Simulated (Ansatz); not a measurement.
The starting structures come from a database of crystals and need not be the phases stable at ambient conditions.

 Where the default PAW files enter, the runs use the earlier of Ansatz's two default sets.

By PBEsol, the system below comes out a metal.

The ballistic (Sharvin) conductance counts the channels at the Fermi level: G/A = (e²/h) × channels of both spins per area.

Data:

```
CELL_PARAMETERS angstrom
      4.85884     0.00000     0.00000
      0.00000     4.85884     0.00000
      0.00000     0.00000     5.02019
ATOMIC_POSITIONS crystal
  In 0.00000 0.50000 0.50486
  In 0.50000 0.00000 0.49514
  Bi 0.50000 0.50000 0.00000
  Bi 0.00000 0.00000 0.00000
```

Space group of this cell: P4/nmm. The cell is strained (lengths along the current scaled by 0.97, ions clamped); by PBEsol its mean pressure is -1.6 GPa.

The current flows along the normal of the first two printed cell vectors, the (001) (indices of the unstrained crystal) plane of the conventional cell. No spin-orbit coupling; the value is a mean over 0.1 eV about the Fermi level.

Question: State the ballistic conductance per area according to PBEsol (Ansatz, a quantum-chemistry and plane-wave program).

Answer: 0.65 × 10¹⁵ S/m² for both spins.
